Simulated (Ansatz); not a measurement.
Pressure series in hypothetical CsCl type LaP

Consider LaP in the CsCl type structure (space group Pm-3m, No. 221; a = 3.5884 Å; a hypothetical phase, not in the database extracts checked).

Cell and atoms are relaxed at each pressure.

Computed with PBEsol/PAW in Ansatz (a first-principles code), spin-orbit coupling left out.

| P (GPa) | V (Å³/atom) |
|---|---|
| -2.01 | 23.717 |
| -1.01 | 23.402 |
| 1.80 | 22.614 |
| 4.20 | 22.030 |
| 9.00 | 21.043 |
| 17.99 | 19.610 |
| 30.00 | 18.191 |
| 45.00 | 16.882 |
| 60.00 | 15.873 |

Task: Fit a third-order Birch–Murnaghan equation of state.

Result: Least squares on P(V) = (3B₀/2)[(V₀/V)^(7/3) − (V₀/V)^(5/3)]·[1 + (3/4)(B₀′ − 4)((V₀/V)^(2/3) − 1)] gives V₀ = 23.10 Å³/atom, B₀ = 82 GPa and B₀′ = 3.6.

Load acts through the strain it causes; cell and atoms are relaxed under it. No phonon test of stability was made. Competing high-pressure phases were not computed. All final runs are without spin polarisation.
